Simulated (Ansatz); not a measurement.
## What uniaxial strain ε_zz = +4.69 % does to ZnGeP2

Consider ZnGeP$_{2}$ in the chalcopyrite structure (space group I-42d, No. 122; a = 5.5000 Å, c = 10.8451 Å). Axes: x, y, z lie along a, b, c of the conventional cell.

One thing is altered: uniaxial strain ε_zz = +4.69 %, all other strain components held at zero; the atoms relax in the strained cell.

Level of theory: PBE (Ansatz, a quantum-chemistry and plane-wave program), spin-orbit coupling left out, earlier PAW set. k-mesh 9×9×9 (Γ-centred); smearing 0.05 eV (Fermi–Dirac).

| quantity | base | changed | shift |
|---|---|---|---|
| volume per atom | 20.50 Å³ | 21.47 Å³ | +0.962 Å³ |
| shortest interatomic distance | 2.360 Å | 2.397 Å | +0.0375 Å |
| energy relative to the base (free energy F) | 0 meV/atom | +16 meV/atom | +16 meV/atom |
| pressure (mean of the normal stresses, compression positive) | 0.00 GPa | -3.08 GPa | -3.088 GPa |
| band gap (an upper bound: an edge found on the path is not a true extremum; the base alone) | 1.14 eV | 0.78 eV | -0.36 eV |
| stress (xx, yy, zz, yz, xz, xy; compression positive) | – | (-2.00, -2.00, -5.25, 0.00, 0.00, 0.00) GPa | – |

Final structure:

```xyz
8
Lattice="-2.7500 2.7500 5.6769 2.7500 -2.7500 5.6769 2.7500 2.7500 -5.6769" Properties=species:S:1:pos:R:3 pbc="T T T"
Zn     0.0000     2.7500     2.8384
Zn     0.0000     0.0000     0.0000
Ge     2.7500     0.0000     2.8384
Ge     0.0000     0.0000     5.6769
P      1.3750     1.3924    -1.4192
P      1.3750     1.3576     4.2577
P      4.1076     1.3750     1.4192
P     -1.3576     1.3750     7.0961
```

Stability against distortions was not tested.
